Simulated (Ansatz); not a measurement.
Seebeck coefficient (μV/K, mean over directions) of p-type ZnO (P6_3mc) against carrier density, PBE with spin-orbit coupling, rigid bands (Ansatz, a first-principles code). Computed gap 0.79 eV; densities at which minority carriers matter at this gap, or further valleys turn the trend, are left out. Conductivity mass 2.1 mₑ (harmonic mean over directions), N_v = 7.7e19 cm⁻³ at 300 K.

```tsv
hole density	300 K	500 K
1e17 cm⁻³	831	913
1e18 cm⁻³	633	714
3e18 cm⁻³	539	___
1e19 cm⁻³	___	516
3e19 cm⁻³	344	423
1e20 cm⁻³	247	322
3e20 cm⁻³	167	234
1e21 cm⁻³	99	___
```

Question: Fill in the missing entries.

Answer: 
- 3e18 cm⁻³, 500 K: 620
- 1e19 cm⁻³, 300 K: 436
- 1e21 cm⁻³, 500 K: 150

Rigid bands with a gap fixed in temperature, one relaxation time for all states, no polarons or phonon drag, and whether or not such doping can be reached. Geometry: cell and atoms relaxed with PBEsol.
